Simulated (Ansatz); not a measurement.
# Predicting one run from its neighbours: the energy of slabs against their depth, the (001) slab of LiF (cut from a parent of space group no. 225; 4 atoms in the cell)

```xyz
4
Lattice="2.8582 0.0000 0.0000 -2.8582 2.8582 0.0000 0.0000 0.0000 16.0210" Properties=species:S:1:pos:R:3 pbc="T T T"
F     -1.4291     1.4291     9.0210
F      0.0000     0.0000     7.0000
Li     0.0000     0.0000     9.0210
Li    -1.4291     1.4291     7.0000
```
(The smallest cell of the table.)

Method: PBE (plane waves, PAW; Ansatz, a program for electronic structure).

Base settings: basis.ecutwfc = 30.9 Ry; kpoints.mp_grid.grid = 11 11 1; hamiltonian.xc = pbe; hamiltonian.pseudopotentials = {kind: paw} (the program's default PAW files); scf.occupations.method = fermi_dirac; scf.occupations.width = 0.0037 Ry.

The starting cell has typed, rounded lattice constants, without a prior relaxation at this level. The slab is cut from that crystal, and its faces are unrelaxed. Its lattice was rescaled by up to half a per cent. Spin polarisation is off, though cut faces can carry moments; a gap of a slab can lie between surface states.

Deep slabs follow E = 2Aγ + N·e, so a straight line through E against N gives the surface energy without a separate bulk run; a round N·e is taken off to keep the numbers short. The area A is 8.169 Å².

```
atoms N  E − N·(-508.074 eV) (eV)
-------  ------------------------
4                          0.2642
8                          0.2215
12                         0.1784
16                         0.1355
20                              ?
24                         0.0491
28                         0.0058
```

### Question
Fit the line to the 6 rows given and predict the withheld one.

### Answer
Means: x̄ = 15.333, ȳ = 0.14242. Σ(x − x̄)(y − ȳ) = -4.624 and Σ(x − x̄)² = 429.3, so b = -0.01077 and a = ȳ − b·x̄ = 0.30756; γ = a/2A = 0.302 J/m² (unrelaxed) and e = -508.0848 eV per atom. The largest residual of the fitted rows is 0.00028. At x = 20 the line gives 0.0922 eV. The run gave 0.0923 eV, a miss of 0.0001 eV. The rows were chosen because the form fits them, the withheld one included, so this shows the method and is no test of the form.

Keys are those of Ansatz 0.2.
